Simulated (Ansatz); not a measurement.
## Nb: pressure series

Base system: Nb in the bcc (W type) structure (space group Im-3m, No. 229; a = 3.272 Å).

Cell and atoms are relaxed at each pressure.

Computed with PBEsol (Ansatz, an electronic-structure program; PAW; 420 eV plane waves; without spin-orbit coupling), earlier PAW set.

Notes on the quantities. enthalpy: H = E + PV relative to the base's energy.

```
change            volume per atom       enthalpy
----------------  ---------------  -------------
base                     17.52 Å³              –
pressure −2 GPa               [?]  -0.22 eV/atom
pressure −1 GPa               [?]  -0.11 eV/atom
pressure 0.3 GPa         17.49 Å³  +0.03 eV/atom
pressure 0.7 GPa         17.45 Å³  +0.08 eV/atom
pressure 1.5 GPa         17.38 Å³  +0.16 eV/atom
pressure 3 GPa           17.24 Å³  +0.33 eV/atom
pressure 5 GPa                [?]  +0.54 eV/atom
pressure 7.5 GPa         16.86 Å³  +0.80 eV/atom
pressure 10 GPa          16.67 Å³  +1.07 eV/atom
```

### Question
Fill in the withheld entries from the trend.

### Answer

- pressure −2 GPa, volume per atom: 17.72 Å³
- pressure −1 GPa, volume per atom: 17.62 Å³
- pressure 5 GPa, volume per atom: 17.07 Å³

Load acts through the strain it causes; cell and atoms are relaxed under it. Whether these cells are dynamically stable was not tested. Competing high-pressure phases were not computed. The base started in P-1 and relaxed to Im-3m at this level. The final runs are not spin-polarised.
